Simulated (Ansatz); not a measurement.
## A computed series for TaRu: pressure series

The parent structure is TaRu (space group P4/mmm, No. 123; a = 3.025 Å, c = 3.386 Å).

Cell and atoms are relaxed at each pressure.

All numbers come from plane-wave PAW DFT at the PBEsol level (Ansatz, a program for electronic structure, 420 eV), without spin-orbit coupling.

```tsv
P (GPa)	V (Å³/atom)
-2.00	15.604
-1.00	15.546
0.30	15.472
0.70	15.450
1.49	15.405
3.00	15.324
5.00	15.219
7.50	15.092
10.00	14.971
```

A third-order Birch–Murnaghan fit to these points gives V₀ = 15.49 Å³/atom, B₀ = 274 GPa and B₀′ = 4.2. At pressure 10 GPa the volume is 96.7 % of V₀.

Load acts through the strain it causes; cell and atoms are relaxed under it. No phonon test of stability was made. No other phases were tried under pressure. The final runs are not spin-polarised.
